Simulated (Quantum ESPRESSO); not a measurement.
Checking a run of Quantum ESPRESSO on LaSe (Fm-3m, 2 atoms in the cell). The aim is a self-consistent single point with DFT, PBEsol, plane waves, GBRV 1.5 ultrasoft (PBESOL) pseudopotentials.

Cell that was meant: a = 4.2738 Å, b = 4.2738 Å, c = 4.2738 Å, α = 60.00°, β = 60.00°, γ = 60.00°.

Part of the input:

```fortran
    ibrav = 0
    nat = 2
    ntyp = 2
    ecutwfc = 12
    ecutrho = 60
    occupations = 'smearing'
    smearing = 'cold'
    degauss = 0.0073499
```

Log, with long lists cut:

```
     Message from routine setup:
     using ibrav=0 with symmetry is DISCOURAGED, use correct ibrav instead
     G-vector sticks info
   [... lines left out ...]
        k(    2) = (   0.1414214   0.1414214  -0.1414214), wk =   0.1280000
        k(    3) = (   0.2828427   0.2828427  -0.2828427), wk =   0.1280000
   [... 7 lines left out ...]

     Dense  grid:     2891 G-vectors     FFT dimensions: (  20,  20,  20)

     Smooth grid:     2085 G-vectors     FFT dimensions: (  18,  18,  18)

     Initial potential from superposition of free atoms

     starting charge      16.9705, renormalised to      17.0000

     negative rho (up, down):  8.024E-02 0.000E+00
     Self-consistent Calculation

     iteration #  1     ecut=    12.00 Ry     beta= 0.30

---- Real-time Memory Report at c_bands before calling an iterative solver
            74 MiB given to the printing process from OS
            15 MiB allocation reported by mallinfo(arena+hblkhd)
------------------

     Threshold (ethr) on eigenvalues was too large:
     Diagonalizing with lowered threshold

---- Real-time Memory Report at c_bands before calling an iterative solver
            75 MiB given to the printing process from OS
   [... lines left out ...]
            40 MiB allocation reported by mallinfo(arena+hblkhd)
------------------

     negative rho (up, down):  6.470E-02 0.000E+00

     total energy              =    -145.76377926 Ry
     estimated scf accuracy    <          2.8E-10 Ry

     iteration # 14     ecut=    12.00 Ry     beta= 0.30

---- Real-time Memory Report at c_bands before calling an iterative solver
            77 MiB given to the printing process from OS
            40 MiB allocation reported by mallinfo(arena+hblkhd)
------------------

     negative rho (up, down):  6.470E-02 0.000E+00
     End of self-consistent calculation

     the Fermi energy is    11.6052 ev

!    total energy              =    -145.76377926 Ry
     estimated scf accuracy    <          6.8E-11 Ry
     smearing contrib. (-TS)   =      -0.00042582 Ry
     internal energy E=F+TS    =    -145.76335344 Ry

     convergence has been achieved in  14 iterations

     negative rho (up, down):  6.470E-02 0.000E+00

     Forces acting on atoms (cartesian axes, Ry/au):

     atom    1 type  1   force =     0.00000000    0.00000000    0.00000000
     atom    2 type  2   force =     0.00000000   -0.00000000    0.00000000

     Total force =     0.000000     Total SCF correction =     0.000000

     negative rho (up, down):  6.470E-02 0.000E+00
          total   stress  (Ry/bohr**3)                   (kbar)     P=      112.22
   0.00076287   0.00000000   0.00000000          112.22        0.00        0.00
  -0.00000000   0.00076287  -0.00000000           -0.00      112.22       -0.00
   0.00000000  -0.00000000   0.00076287            0.00       -0.00      112.22

   JOB DONE.
```

Problem. Can these results be used? Check the input.

Solution. The run is not sound. The fault is a basis or grid far too coarse for these potentials. Far below the cutoff that the potentials were made for, the basis cannot represent the orbitals near the nuclei, and energies, forces and above all the stress go wrong. To fix it, restore the cutoff that the potentials need and check convergence. The run converged in 14 iterations without an error; against the sound input the free energy goes up by 183 meV/atom and the pressure goes from -0.89 to 11.22 GPa.

An input that runs soundly differs in these lines (not the only fix; some lines may just follow from the change or write a value another way):
```diff
-    ecutwfc = 12
-    ecutrho = 60
+    ecutwfc = 40
+    ecutrho = 200
```

With that input, the run converged in 15 iterations: free energy E − TS -1983.5835 eV; Fermi level (on the code's own zero) 11.27 eV; pressure -0.89 GPa (DFT, PBEsol, plane waves, GBRV 1.5 ultrasoft (PBESOL) pseudopotentials).

On the sound input: the starting cell comes from a database of published, mostly measured structures (it also holds non-ambient and calculated ones), without a prior relaxation at this level.
